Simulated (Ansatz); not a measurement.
The reference is Pb in the fcc (Cu type) structure (space group Fm-3m, No. 225; a = 4.9913 Å).

Computed with Ansatz (a quantum-chemistry and plane-wave program), r2SCAN, PAW, cutoff 500 eV, no SOC, earlier PAW set.

One change was made to it. Results:

The shortest interatomic distance falls by 0.491 Å to 3.038 Å; the density rises by 6.28 g/cm³ to 17.35 g/cm³.

### Question
What was done to the base?
(A) pressure 1.8 GPa
(B) pressure 4.2 GPa
(C) pressure −1 GPa
(D) pressure 60 GPa
(E) pressure 9 GPa

### Answer
D, pressure 60 GPa. For comparison, the shortest interatomic distance in the other runs: pressure 9 GPa gives 3.367 Å; pressure 4.2 GPa gives 3.441 Å; pressure −1 GPa gives 3.556 Å; pressure 1.8 GPa gives 3.487 Å.

Load acts through the strain it causes; cell and atoms are relaxed under it. Stability against distortions was not tested. Measured, Pb leaves this structure (for hcp) near 14 GPa (room temperature; as listed in arXiv:1906.07825).
